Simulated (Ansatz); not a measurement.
The parent structure is CuI in the zinc blende structure (space group F-43m, No. 216).

```yaml
crystal:
  lattice:
    - [0.00000, 2.93094, 2.93094]
    - [2.93094, 0.00000, 2.93094]
    - [2.93094, 2.93094, 0.00000]
  atoms:
    - { symbol: Cu, position: [0.00000, 0.00000, 0.00000] }
    - { symbol: I, position: [0.25000, 0.25000, 0.25000] }
```

Cartesian axes are those of the cell as printed.

Calculations: LDA (Ansatz, a program for electronic structure; PAW; 420 eV plane waves; no spin-orbit coupling).

Modification: the cell is scaled by 1.0100 in all directions, atoms relaxed at fixed cell.

**Question.** Predict the stress tensor and what it implies for the stiffness.

**Answer.** Stress of the strained cell less that of the base (GPa, compression positive):
```
  -1.57    0.00    0.00
   0.00   -1.57    0.00
   0.00    0.00   -1.57
```

Then B = −ΔP/(ΔV/V₀) with ΔV/V₀ = 0.0303 gives secant stiffness values (nonlinear terms included at this strain): B ≈ 52 GPa.

Whether these cells are dynamically stable was not tested. All final runs are without spin polarisation.
